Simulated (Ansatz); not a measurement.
The parent structure is CaO in the rock salt structure (space group Fm-3m, No. 225; a = 4.831 Å).

(Cell as relaxed with PBE.)

Levels (all Ansatz, a first-principles code, PAW): PBE (420 eV, without spin-orbit coupling); r2SCAN (500 eV, scalar-relativistic without spin-orbit coupling).

Each level relaxes its own structure.

```tsv
base	PBE	r2SCAN
volume per atom	14.09 Å³	13.78 Å³
lattice parameter a	4.831 Å	4.795 Å
band gap	3.66 eV	4.20 eV
```

One thing is altered: the cell is scaled by 0.9516 in all directions, atoms relaxed at fixed cell.

| quantity | PBE | r2SCAN |
|---|---|---|
| pressure | 21.70 GPa | … |
| energy relative to the base (free energy F) | +116 meV/atom | … |

Task: What does r2SCAN give?

Result: 
- pressure, r2SCAN: 24.04 GPa
- energy relative to the base (free energy F), r2SCAN: +125 meV/atom

PBE's pressure lies 2.34 GPa below r2SCAN's; PBE's energy relative to the base lies 9.6 meV/atom below r2SCAN's. Neither level is exact; r2SCAN is the comparison here, not a measurement.

The cells carry an imposed strain or load. Stability against distortions was not tested.
